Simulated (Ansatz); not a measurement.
A self-consistent single point of InRh (P1, 2 atoms in the cell) with Ansatz (a first-principles code).

Method of the run: PBEsol, PAW files made with PBE (plane waves; Ansatz).

The change in words: atoms moved at random. Reference geometry:
```yaml
crystal:
  lattice:
    - [3.20968, 0.00000, 0.00000]
    - [0.00000, 3.20968, 0.00000]
    - [0.00000, 0.00000, 3.20968]
  atoms:
    - { symbol: In, position: [0.00000, 0.00000, 0.00000] }
    - { symbol: Rh, position: [0.50000, 0.50000, 0.50000] }
```

Reference input (self-consistent single point, DFT, PBEsol, plane waves, PAW files made with PBE): basis.ecutwfc = 30.9 Ry; kpoints.mp_grid.grid = 10 10 10; hamiltonian.xc = pbesol; hamiltonian.pseudopotentials = {kind: paw} (the program's default PAW files); scf.occupations.method = gaussian; scf.occupations.width = 0.0147 Ry. This run's input differs from it in these lines:

Ansatz 0.2 input:
```diff
@@ -7,4 +7,4 @@
   atoms:
-    - { symbol: In, position_ang: [0.000000, 0.000000, 0.000000] }
-    - { symbol: Rh, position_ang: [1.604840, 1.604840, 1.604840] }
+    - { symbol: In, position_ang: [-0.024024, 0.015724, 0.039004] }
+    - { symbol: Rh, position_ang: [1.628864, 1.589116, 1.565836] }
 basis:
```

Log, with long lists cut:

```
SCF iter   1: F=—  HF=-11866.070870 eV  |F-HF|=—  |Δ(HF+E_count)|=         —  Δρ=1.13e-1  dr2=5.09e0  ethr=3.10e-3  ⟨swp⟩=4.9  Hψ=39137  notcnv=0
all-band conjugate gradients solve this SCF's bands
preconditioner: auto → none
SCF iter   2: F=—  HF=-11865.466377 eV  |F-HF|=—  |Δ(HF+E_count)|=   6.04e-1  Δρ=6.64e-2  dr2=1.97e0  ethr=3.10e-3  ⟨swp⟩=2.2  Hψ=17047  notcnv=0
SCF iter   3: F=—  HF=-11865.103167 eV  |F-HF|=—  |Δ(HF+E_count)|=   3.63e-1  Δρ=6.57e-3  dr2=8.47e-3  ethr=3.10e-3  ⟨swp⟩=2.0  Hψ=14087  notcnv=0
SCF iter   4: F=—  HF=-11865.103281 eV  |F-HF|=—  |Δ(HF+E_count)|=   1.15e-4  Δρ=2.38e-3  dr2=1.70e-3  ethr=2.82e-5  ⟨swp⟩=2.3  Hψ=17877  notcnv=0
SCF iter   5: F=—  HF=-11865.102373 eV  |F-HF|=—  |Δ(HF+E_count)|=   9.09e-4  Δρ=4.01e-4  dr2=5.53e-5  ethr=5.66e-6  ⟨swp⟩=2.1  Hψ=14604  notcnv=0
SCF iter   6: F=—  HF=-11865.102364 eV  |F-HF|=—  |Δ(HF+E_count)|=   8.60e-6  Δρ=7.17e-5  dr2=1.69e-6  ethr=1.84e-7  ⟨swp⟩=2.4  Hψ=14911  notcnv=0
SCF iter   7: F=-11865.102364 eV  HF=-11865.102364 eV  |F-HF|=2.60e-8  |Δ(HF+E_count)|=   2.82e-7  Δρ=2.10e-5  dr2=8.24e-8  ethr=3.33e-10  ⟨swp⟩=6.2  Hψ=44631  notcnv=0
SCF 1 converged in 7 iterations: F = -11865.102364 eV  dr2 = 8.24e-8
Free energy (F): -11865.102364 eV
Internal energy: -11865.078221 eV  (E = F + TS)
E sigma→0 (E₀):  -11865.090293 eV
Entropy (-TS):   -0.024143 eV (-12.071 meV/atom)
Fermi energy:    17.829455 eV
--- Forces (eV/Å), atoms counted from 1 ---
  atom   1  In     0.28420346    -0.18714782    -0.45357485
  atom   2  Rh    -0.28408929     0.18707275     0.45339336
--- Stress (GPa, compression-positive) ---
       -2.465919      -0.210161      -0.510575
       -0.210161      -2.381848       0.335998
       -0.510575       0.335998      -2.699572
  P = ⅓ Tr σ = -2.5158 GPa (-25.158 kbar)
  The stress holds the Pulay correction. Without it, at fixed plane waves, as pw.x and ABINIT print it: P = -2.5628 GPa
```

The run converged in 7 iterations. Against the reference run the free energy goes up by 13.6 meV/atom, the pressure goes from -3.13 to -2.52 GPa and the largest force goes from 0.000 to 0.567 eV/Å.

The starting cell comes from a database of computed structures (which also holds hypothetical and non-ambient phases and stackings), without a prior relaxation at this level. For this run, on top of that: atoms moved at random. Spin polarisation is off. Ansatz's pressure includes its estimate of the finite-basis (Pulay) stress.
